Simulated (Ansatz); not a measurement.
Candidates (primitive cells; geometry: cell and atoms relaxed with PBEsol):
A. MgTe (P6_3mc), a = b = 4.5610 Å, c = 7.4110 Å, α = β = 90.00°, γ = 120.00°
B. CdSe (P6_3mc), a = b = 4.3018 Å, c = 7.0217 Å, α = β = 90.00°, γ = 120.00°
C. CdS (P6_3mc), a = b = 4.1243 Å, c = 6.7092 Å, α = β = 90.00°, γ = 120.00°

Q: Rank these by electron conductivity mass (highest first), as Ansatz (a quantum-chemistry and plane-wave program) with PBEsol with spin-orbit coupling, rigid bands gives it.

A: A (0.173 mₑ), C (0.133 mₑ), B (0.063 mₑ)

Masses are for dilute carriers at 300 K, harmonic means over directions unless an axis is named.
